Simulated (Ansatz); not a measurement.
Consider Ti in the hcp (Mg type) structure (space group P6_3/mmc, No. 194; relaxed with 0.1 eV smearing).

```
Ti
1.0
    2.90164     0.00000     0.00000
   -1.45082     2.51289     0.00000
    0.00000     0.00000     4.59296
Ti
2
Direct
  0.66667   0.33333   0.75000
  0.33333   0.66667   0.25000
```

Cartesian axes are those of the cell as printed.

Calculations: PBEsol/PAW in Ansatz (a program for electronic structure), spin-orbit coupling left out.

The change: the cell is stretched by 2.50 % along z with no lateral relaxation, atoms relaxed at fixed cell.

Q: Predict the stress tensor and what it implies for the stiffness.

A: Stress of the strained cell less that of the base (GPa, compression positive):
```
   -1.9     0.0     0.0
    0.0    -1.9     0.0
    0.0     0.0    -4.6
```

Then −Δσ_ii/ε with ε = 0.0250 gives secant stiffness values (nonlinear terms included at this strain): C33 ≈ 185 GPa, C13 ≈ 77 GPa and C23 ≈ 77 GPa.

As a check, the harmonic strain energy −½ V₀ Δσ:ε is 6.0 meV/atom; the computed energy rise is 6.2 meV/atom.

Whether these cells are dynamically stable was not tested. The final runs are not spin-polarised.
